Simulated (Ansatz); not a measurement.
Consider PtSe₂ in the CdI2 type structure (space group P-3m1, No. 164; a = 3.731 Å, c = 5.256 Å; layered, stacked along the Cartesian z axis).

The values are results of r2SCAN+rVV10 (Ansatz, a program for electronic structure, PAW, scalar-relativistic without spin-orbit coupling), not measurements.

One change was made to it. Results:

The c/a ratio shrinks by 0.196 to 1.213; the lattice parameter a drops by 0.050 Å to 3.681 Å; the band gap is still zero.

What was done to the base?
A) pressure −1 GPa
B) pressure 15 GPa
C) pressure 0.9 GPa
D) pressure 4.5 GPa
E) pressure 2.1 GPa

B, pressure 15 GPa. For comparison, the lattice parameter a in the other runs: pressure 0.9 GPa gives 3.735 Å; pressure 4.5 GPa gives 3.727 Å; pressure −1 GPa gives 3.720 Å; pressure 2.1 GPa gives 3.735 Å.

With Pt present, leaving out spin-orbit coupling can change the band edges. Load acts through the strain it causes; cell and atoms are relaxed under it. Stability against distortions was not tested. No other phases were tried under pressure. All final runs are without spin polarisation. The zero or small gap of PtSe2 can change with the level of theory.
